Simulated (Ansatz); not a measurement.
Given:

End structure of a constructed model of the (0001) surface of hcp Ti, a pseudomorphic layer of Sn in the host's stacking (bottom of the slab: a bare face, its two planes held):

```
CELL_PARAMETERS angstrom
      2.93864     0.00000     0.00000
     -1.46932     2.54493     0.00000
      0.00000     0.00000    30.50000
ATOMIC_POSITIONS crystal
  Ti 0.66667 0.33333 0.26663
  Ti 0.33333 0.66667 0.34289
  Ti 0.66667 0.33333 0.41996
  Ti 0.33333 0.66667 0.49635
  Ti 0.66667 0.33333 0.57325
  Ti 0.33333 0.66667 0.64756
  Sn 0.66667 0.33333 0.73224
```

Model: 7-atom slab, 14.2 Å thick at the start, 15x15x1 mesh, Fermi-Dirac 0.1 eV, dipole correction, single point; on the structure that PBE left under its start's symmetry; no spin, no spin-orbit, no U. It is one candidate, not shown to be the stable structure of the face.

Question: What work function of the top face does r2SCAN, at the PBE geometry (Ansatz, a first-principles code) give?

Answer: 4.38 eV
